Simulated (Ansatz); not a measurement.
Response to strain in C

Consider C in the diamond structure (space group Fd-3m, No. 227).

```xyz
2
Lattice="0.0000 1.7659 1.7659 1.7659 0.0000 1.7659 1.7659 1.7659 0.0000" Properties=species:S:1:pos:R:3 pbc="T T T"
C      0.0000     0.0000     0.0000
C      0.8829     0.8829     0.8829
```

Cartesian axes are those of the cell as printed.

Strains are applied to the cell and any free atomic positions relax.

Level of theory: LDA/PAW in Ansatz (a first-principles code), spin-orbit coupling left out.

Notes on the quantities. energy relative to the base: free energy F.

| variant | gap character | energy relative to the base | volume per atom | band gap |
|---|---|---|---|---|
| base | – | 0 meV/atom | 5.51 Å³ | 4.17 eV |
| uniaxial strain ε_zz = −2.50 % | indirect, Γ → k = (3/8, 3/8, 0) in the run's primitive reciprocal basis | +12 meV/atom | 5.37 Å³ | 3.57 eV |
| uniaxial strain ε_zz = −2.00 % | indirect, Γ → Γ–M (75 % along) | +7.8 meV/atom | 5.40 Å³ | ? |
| uniaxial strain ε_zz = −1.50 % | indirect, Γ → Γ–M (75 % along) | +4.4 meV/atom | 5.42 Å³ | 3.81 eV |
| uniaxial strain ε_zz = −1.00 % | indirect, Γ → Γ–M (75 % along) | +1.9 meV/atom | 5.45 Å³ | 3.93 eV |
| uniaxial strain ε_zz = −0.50 % | indirect, Γ → Γ–M (75 % along) | +0.5 meV/atom | 5.48 Å³ | 4.05 eV |
| uniaxial strain ε_zz = +1.50 % | indirect, Γ → Γ–X (75 % along) | +4.3 meV/atom | 5.59 Å³ | 3.95 eV |
| uniaxial strain ε_zz = +2.00 % | indirect, Γ → Γ–X (75 % along) | +7.5 meV/atom | 5.62 Å³ | 3.87 eV |
| uniaxial strain ε_zz = +2.50 % | indirect, Γ → Γ–X (75 % along) | +12 meV/atom | 5.64 Å³ | 3.80 eV |
| uniaxial strain ε_zz = +3.00 % | indirect, Γ → Γ–X (75 % along) | +17 meV/atom | 5.67 Å³ | ? |

**Question.** Complete the table.

**Answer.** 
- uniaxial strain ε_zz = −2.00 %, band gap: 3.69 eV
- uniaxial strain ε_zz = +3.00 %, band gap: 3.72 eV

No phonon test of stability was made. Labels are those of the standard path for the cell's own space group.
